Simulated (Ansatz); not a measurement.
The starting structures come from a database of crystals and need not be the phases stable at ambient conditions.

 Where the default PAW files enter, the runs use the earlier of Ansatz's two default sets.

Input:

```
CELL_PARAMETERS angstrom
      5.19498     0.00000     0.00000
      0.00000     5.19498     0.00000
      2.59749    -2.59749     5.92171
ATOMIC_POSITIONS crystal
  La 0.25000 0.25000 0.50000
  La 0.00000 0.00000 0.00000
  As 0.75000 0.75000 0.50000
  As 0.50000 0.50000 0.00000
  O  0.69616 0.91734 0.34614
  O  0.33266 0.29230 0.84614
  O  0.95770 0.42880 0.34614
  O  0.82120 0.55384 0.84614
  O  0.55384 0.33266 0.15386
  O  0.91734 0.95770 0.65386
  O  0.29230 0.82120 0.15386
  O  0.42880 0.69616 0.65386
```

Space group of this cell: I4_1/a. The cell is taken as given; by r2SCAN its mean pressure is -0.9 GPa.

Transport runs along the normal of the first two printed cell vectors, the (001) plane of the conventional cell.

No gap correction and no spin-orbit coupling; mid-gap values are interpolated between computed energies.

Give the band gap and the smallest decay constant κ at mid-gap that r2SCAN (Ansatz, a program for electronic structure) yields.

Gap 4.86 eV on a 6×6×6 mesh; κ = 0.388 1/Å, at the zone centre.
